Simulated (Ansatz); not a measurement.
## ZrS2: strain tensor (xx, yy, zz, yz, xz, xy) = (+1.52, +0.28, +0.27, +0.40, −0.23, +0.16) %

Consider ZrS2 in the CdI2 type structure (space group P-3m1, No. 164; a = 3.674 Å, c = 5.860 Å; layered, stacked along the Cartesian z axis). Axes: x lies along a and z along c of the hexagonal cell.

The change: the symmetric strain tensor [0.0152 0.0016 -0.0023; 0.0016 0.0028 0.0039; -0.0023 0.0039 0.0027]; the atoms relax in the strained cell.

The values are results of plane-wave PAW DFT at the r2SCAN+rVV10 level (Ansatz, a quantum-chemistry and plane-wave program, 500 eV), without spin-orbit coupling, not measurements. Settings: 10×10×6 k-points, 0.05 eV Fermi–Dirac smearing.

* **Volume per atom**: 23.31 Å³ (base 22.84 Å³)
* **Energy relative to the base (free energy F)**: +2.7 meV/atom
* **Pressure (mean of the normal stresses, compression positive)**: -1.06 GPa (base 0.01 GPa)
* **Band gap**: 1.22 eV (base 1.17 eV)
* **Gap character**: indirect, k = (0, 0.100, 0) in the run's primitive reciprocal basis → V
* **Smallest direct gap**: 1.73 eV (base 1.81 eV)
* **Valley order (the lowest conduction-band minima on the path, energy above the VBM, named in the base's zone)**: L (1/2, 0, 1/2) 1.22 eV; L (1/2, 1/2, 1/2) 1.22 eV; L (0, 1/2, 1/2) 1.26 eV; M (0, 1/2, 0) 1.38 eV
* **Largest internal atomic displacement**: 0.020 Å
* **Stress (xx, yy, zz, yz, xz, xy; compression positive)**: (-2.13, -0.84, -0.22, -0.05, 0.07, -0.19) GPa

Final structure:

```
ZrS2
1.0
    3.73015     0.00588    -0.00845
   -1.85998     3.18801     0.01679
   -0.01348     0.02315     5.87612
Zr S
1 2
Direct
  0.00000   0.00000   0.00000
  0.33444   0.66501   0.24306
  0.66556   0.33499   0.75694
```

Stability against distortions was not tested. Labels are those of the standard path for the cell's own space group.
